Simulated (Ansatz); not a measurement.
System: zinc-blende PbSe (model structure). Method: r²SCAN+rVV10 (PAW; Ansatz, a quantum-chemistry and plane-wave program).

Numerical settings: plane-wave cutoff 500 eV, 10×10×10 k mesh, Fermi–Dirac smearing 0.05 eV, scalar-relativistic PAW data made under PBE.

Cell (relaxed at this level):

```
PbSe
1.0
    0.00000     3.40340     3.40340
    3.40340     0.00000     3.40340
    3.40340     3.40340     0.00000
Pb Se
1 1
Direct
  0.00000   0.00000   0.00000
  0.25000   0.25000   0.25000
```

### Question
Estimate the band gap that the calculation returns.

### Answer

- band gap = 0.74 eV (on the SCF k mesh)

Note: the relaxation could raise the start's symmetry but not lower it, so the cell can be a saddle point.

Spin–orbit coupling is not included; with these elements it can move the gap by several tenths of an eV or more.

It cost very roughly 50 core-seconds of CPU time.

A model structure was made by putting elements into a prototype or built by hand; it is no filed structure, need not be a known phase, and can be a saddle point held by its symmetry.
